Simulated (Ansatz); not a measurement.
## AlAs, alloy series

Take AlAs in the wurtzite structure (space group P6_3mc, No. 186; a model cell, its experimental status unchecked) as the base.

AlAs is modelled in the hexagonal space group P6₃mc (No. 186), the wurtzite structure, Pearson symbol hP4. Conventional cell: a = 4.003 Å, b = 4.003 Å, c = 6.581 Å, α = 90.00°, β = 90.00°, γ = 120.00°. Al on 2b has 4 As at 2.455–2.464 Å (tetrahedral). As on 2b is coordinated by 4 Al at 2.455–2.464 Å (tetrahedral). (Neighbours: up to the widest gap in distance over summed covalent radii, below 1.35, at either atom; cation-cation and far metal-metal contacts left out.)

The other end (x = 1) is GaAs in the wurtzite structure (space group P6_3mc, No. 186; a model cell, its experimental status unchecked): 22.64 Å³/atom, gap 0.43 eV; this end may not be an ambient phase.

Ga replaces a fraction x of Al; each row is one arrangement (x, atoms in the cell, starting space group or random), fully relaxed.

Levels (all Ansatz, a first-principles code, PAW): PBEsol (420 eV, spin-orbit coupling left out); HSE06 (420 eV, spin-orbit coupling left out).

Band gaps by level, all at the geometries relaxed with PBEsol:

```csv
case,PBEsol,HSE06
base,1.64 eV,2.41 eV
"x(Ga) = 0.25, 8 atoms, P3m1",1.07 eV,1.94 eV
"x(Ga) = 0.75, 8 atoms, Cm",0.61 eV,1.50 eV
```

Single points use the geometry relaxed with PBEsol. HSE06 gaps are upper bounds (no full band path). These are small ordered cells, not random alloys; other orderings at the same x differ. Whether these cells are dynamically stable was not tested. This is not the structure that AlAs has at room temperature and ambient pressure. This is not the structure that GaAs has at room temperature and ambient pressure.
